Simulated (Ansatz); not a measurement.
Seebeck coefficient (μV/K, mean over directions) of p-type ZnS (F-43m) against carrier density, Ansatz (a first-principles code) with HSE06, rigid bands. Computed gap 3.46 eV; densities at which minority carriers matter at this gap, or further valleys turn the trend, are left out. Conductivity mass 0.73 mₑ (harmonic mean over directions), N_v = 7.7e19 cm⁻³ at 300 K.

```csv
hole density,300 K,500 K
1e16 cm⁻³,986,1052
1e17 cm⁻³,788,854
1e18 cm⁻³,590,655
3e18 cm⁻³,495,561
1e19 cm⁻³,392,457
3e19 cm⁻³,299,364
1e20 cm⁻³,202,___
3e20 cm⁻³,___,177
1e21 cm⁻³,62,___
```

Some entries are withheld; supply them.


- 1e20 cm⁻³, 500 K: 263
- 3e20 cm⁻³, 300 K: 124
- 1e21 cm⁻³, 500 K: 98

Rigid bands with a gap fixed in temperature, one relaxation time for all states, no polarons or phonon drag, and whether or not such doping can be reached. Spin-orbit coupling is left out; where it splits the top of the valence band, N_v and the p-type Seebeck coefficient come out somewhat high without it. Geometry: cell and atoms relaxed with PBEsol.
